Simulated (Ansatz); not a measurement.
Consider the following.

Host crystal: corundum, with a band gap (PBE, scalar-relativistic without spin-orbit coupling).

End structure of NH3 on the 1x1 (0001) surface of corundum (cut with top plane Al), one in a 1x1 cell, started at the site 'top O':

```yaml
crystal:
  lattice:
    - [4.80875, 0.00000, 0.00000]
    - [-2.40438, 4.16450, 0.00000]
    - [0.00000, 0.00000, 27.50000]
  atoms:
    - { symbol: Al, position: [0.66667, 0.33333, 0.37743] }
    - { symbol: O, position: [0.65631, 0.68187, 0.38078] }
    - { symbol: O, position: [0.31813, 0.97443, 0.38078] }
    - { symbol: O, position: [0.02557, 0.34369, 0.38078] }
    - { symbol: Al, position: [0.00000, 0.00000, 0.41229] }
    - { symbol: Al, position: [0.33333, 0.66667, 0.42276] }
    - { symbol: O, position: [0.31288, 0.31024, 0.45957] }
    - { symbol: O, position: [0.99736, 0.68712, 0.45957] }
    - { symbol: O, position: [0.68976, 0.00264, 0.45957] }
    - { symbol: Al, position: [0.66669, 0.33334, 0.49206] }
    - { symbol: Al, position: [0.00051, 0.00043, 0.50808] }
    - { symbol: O, position: [0.98113, 0.33429, 0.54004] }
    - { symbol: O, position: [0.66591, 0.64191, 0.54041] }
    - { symbol: O, position: [0.35678, 0.02625, 0.54032] }
    - { symbol: Al, position: [0.33614, 0.66902, 0.57617] }
    - { symbol: Al, position: [0.67007, 0.33394, 0.58660] }
    - { symbol: O, position: [0.64876, 0.99204, 0.61759] }
    - { symbol: O, position: [0.35705, 0.35800, 0.62323] }
    - { symbol: O, position: [0.01700, 0.65246, 0.61812] }
    - { symbol: Al, position: [0.00179, 0.99636, 0.63129] }
    - { symbol: N, position: [0.81139, 0.81617, 0.69897] }
    - { symbol: H, position: [0.91953, 0.72726, 0.72095] }
    - { symbol: H, position: [0.72886, 0.93881, 0.71893] }
    - { symbol: H, position: [0.61432, 0.62494, 0.68170] }
```

Set-up: 24 atoms, 6.7 Å thick at the start under the adsorbate (thin: gaps and levels are the slab's own); mesh 4x4x1; 0.01 eV smearing; dipole correction on; single point; no symmetry held, on the structure that PBE left; no spin, no spin-orbit, no U, no dispersion correction. At the end it is bonded to Al. In PBE it is, or lies within 0.03 eV of, the lowest of the starts that converged; the order may differ at this level.

A negative adsorption energy means that the adsorbate is more stable on the surface than in its reference.

Q: What is the computed adsorption energy against NH3(g) at the same level (Ansatz (a quantum-chemistry and plane-wave program) with HSE06, at the PBE geometry)?

A: -23.8 kcal/mol

Q: Predict the gap of the slab on its k-mesh from HSE06, at the PBE geometry.

A: 2.89 eV

Q: Give the highest filled level below the top vacuum level at the level HSE06, at the PBE geometry.

A: 3.55 eV

Q: What change of the step from the bottom to the top vacuum level, against the clean slab does HSE06, at the PBE geometry give?

A: -4.14 eV
